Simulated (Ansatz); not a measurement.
Reference: RhTe (P6_3/mmc), PBEsol, DFPT electron-phonon coupling, linearised Boltzmann equation (plane waves, PAW, scalar-relativistic; Ansatz, an electronic-structure program); geometry: relaxed with this functional, without spin-orbit coupling.

RhTe has the hexagonal space group P6₃/mmc (No. 194), the NiAs type structure, Pearson symbol hP4. Conventional cell: a = 4.011 Å, b = 4.011 Å, c = 5.593 Å, α = 90.00°, β = 90.00°, γ = 120.00°. Te on 2c is surrounded by 6 Rh at 2.705 Å. Rh on 2a has 6 Te at 2.705 Å and 2 Rh at 2.797 Å. (Neighbours: up to the widest gap in distance over summed covalent radii, below 1.35, at either atom; cation-cation and far metal-metal contacts left out.)

| Item | Result |
|---|---|
| resistivity at 300 K | 22 μΩ·cm |

Problem. Replace Rh by Co on the same sites and relax. What happens?

Solution. CoTe (P6_3/mmc): volume per atom 19.5 to 16.7 Å³; resistivity at 300 K falls (22 μΩ·cm to 18.0 μΩ·cm).

Problem. Replace Rh by Ni on the same sites and relax. What happens?

Solution. NiTe (P6_3/mmc): volume per atom 19.5 to 17.7 Å³; resistivity at 300 K falls (22 μΩ·cm to 17.6 μΩ·cm).

Problem. Replace Rh by Pd on the same sites and relax. What happens?

Solution. PdTe (P6_3/mmc): volume per atom 19.5 to 21.0 Å³; resistivity at 300 K stays about the same (22 μΩ·cm to 23 μΩ·cm).

Moves up to 14 % count as about the same. Metals; harmonic phonons alone scatter; means over directions. Halving the electron mesh moves these values by up to 10 %; q meshes are mostly untested. Some of the runs warned that the eigensolver left states short of its tolerance. Spin-orbit coupling is left out.

Formula and space group known from diffraction (Crystallography Open Database), not checked to be the room-temperature form: CoTe (P6_3/mmc), PdTe (P6_3/mmc), RhTe (P6_3/mmc). Computed structure with no diffraction record at hand here (it may be known, metastable or hypothetical): NiTe (P6_3/mmc). Treated as nonmagnetic (a ferromagnetic start lost its moment, other orders weren't tried): CoTe (P6_3/mmc), NiTe (P6_3/mmc).
